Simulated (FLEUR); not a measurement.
FLEUR run on AlCo₃ (P6_3/mmc, 8 atoms in the cell): self-consistent single point.

Level of theory: LDA (Perdew-Zunger), all-electron FLAPW (FLEUR), scalar-relativistic valence.

The change in words: lattice scaled by 0.98. Reference geometry:
```xyz
8
Lattice="5.1885 0.0000 0.0000 -2.5943 4.4934 0.0000 0.0000 0.0000 4.1776" Properties=species:S:1:pos:R:3 pbc="T T T"
Al     2.5943     1.4978     1.0444
Al     0.0000     2.9956     3.1332
Co     0.0000     1.4817     1.0444
Co     2.5943     3.0117     3.1332
Co     3.9053     0.7409     3.1332
Co    -1.3110     3.7525     1.0444
Co     1.3110     3.7525     1.0444
Co     1.2832     0.7409     3.1332
```
Moments meant for the start (each program seeds them in its own way; μB, in the order of the atoms Al Al Co Co Co Co Co Co): 0.0 0.0 3.0 3.0 3.0 3.0 3.0 3.0.

Reference input (self-consistent single point, DFT, LDA (Perdew-Zunger), all-electron FLAPW (FLEUR), scalar-relativistic valence): Kmax = 3.6 1/bohr; GmaxXC = 10.8 1/bohr; xcFunctional = pz; jspins = 2; l_soc = F; mode = gauss; fermiSmearingEnergy = 0.00183747 Htr; mesh (inpgen div1-3) = 5 5 5; inpgen gamma flag = false; Gmax = 10.8 1/bohr; numbands = 0; maxIterBroyd = 99. This run's input differs from it in these lines:

```diff
@@ -3,5 +3,5 @@
 &input film=f /
-9.8049070281 0.0000003171 0.0000000000
--4.9024537886 8.4912984095 0.0000000000
-0.0000000000 0.0000000000 7.8944763945
+9.6088086099 0.0000007079 0.0000000000
+-4.8044049180 8.3214720023 0.0000000000
+0.0000000000 0.0000000000 7.7365859974
 1.0
@@ -50,5 +50,5 @@
          <bravaisMatrix>
-            <row-1>    9.8049070281000006     0.0000003171000000     0.0000000000000000</row-1>
-            <row-2>   -4.9024537885999999     8.4912984095000006     0.0000000000000000</row-2>
-            <row-3>    0.0000000000000000     0.0000000000000000     7.8944763944999998</row-3>
+            <row-1>    9.6088086099000005     0.0000007079000000     0.0000000000000000</row-1>
+            <row-2>   -4.8044049180000004     8.3214720023000002     0.0000000000000000</row-2>
+            <row-3>    0.0000000000000000     0.0000000000000000     7.7365859973999997</row-3>
          </bravaisMatrix>
```

Log, with long lists cut:

```
 Iteration:     1   Distance:      36.98593760 me/bohr^3
 Iteration:     2   Distance:      35.63551568 me/bohr^3
 Iteration:     3   Distance:      15.34045302 me/bohr^3
 Iteration:     4   Distance:      10.73950140 me/bohr^3
 Iteration:     5   Distance:       8.94748348 me/bohr^3
   [... 16 lines left out ...]
 Iteration:    22   Distance:       0.00008962 me/bohr^3
 Iteration:    23   Distance:       0.00006838 me/bohr^3
 Iteration:    24   Distance:       0.00002329 me/bohr^3
 Iteration:    25   Distance:       0.00000095 me/bohr^3
 Reset of history
 Run finished successfully
 Stop message:
   Structural relaxation: new displacements generated

[file out, last iteration]
             iter=     26
[...]
          total density-effective poten   -1.4009919157E+04
          total charge density-energy d   -3.7937406283E+02
 Updated energy parameters for spin:           1
 Updated energy parameters for spin:           2
[...]
 fermi energy and band-weighting factors:
   [... 7 lines left out ...]

[...]
FERMIE:
          first approx. to ef    (T=0)  :   0.339697 htr   (energy of the highest occ. eigenvalue)
          number of occ. states  (T=0)  :       1436
          first approx. to seigv (T=0)  : -49.286131 htr
          sum of weights of occ. states :  96.032000
          sum of semicore charge        :   0.000000 e
   [... lines left out ...]
          total moment                 =     7.02991
 Direct bandgap for spin            1 :    1.1420763751655127E-002  Htr
 Direct bandgap for spin            2 :    1.3829515625171096E-003  Htr
   [... lines left out ...]
 ---->    free energy=                     -8830.7514058844 htr
      extrapolation for T->0
 ---->    total electron energy=           -8830.7514058844 htr
SPIN-1 FORCE FOR ATOM TYPE=  1  X= -4.804   Y=  2.774   Z=  1.934      FX_SP = 0.000000 FY_SP = 0.000000 FZ_SP = 0.000000
SPIN-2 FORCE FOR ATOM TYPE=  1  X= -4.804   Y=  2.774   Z=  1.934      FX_SP = 0.000000 FY_SP = 0.000000 FZ_SP =
```

The run converged in 25 iterations. FLEUR gives forces in its relaxation mode, with a further iteration, so its stop message speaks of a relaxation. Against the reference run the total energy goes down by 92.0 meV/atom and the size of the net moment moves little (0.91 to 0.88 μB/atom).

The starting cell comes from a database of computed structures (which also holds hypothetical and non-ambient phases and stackings), without a prior relaxation at this level. Its lattice was rescaled by a random factor within 2.5 % of one. For this run, on top of that: lattice scaled by 0.98. The magnetic order is the one reached from the typed start; others were not searched systematically. Values depend on the basis (sphere radii, cutoffs, local orbitals), which need not be converged. The log's line on a gap gives a spacing of levels on this mesh, which the program prints for metals too.

Cost on one core of a shared machine: roughly 2 min.
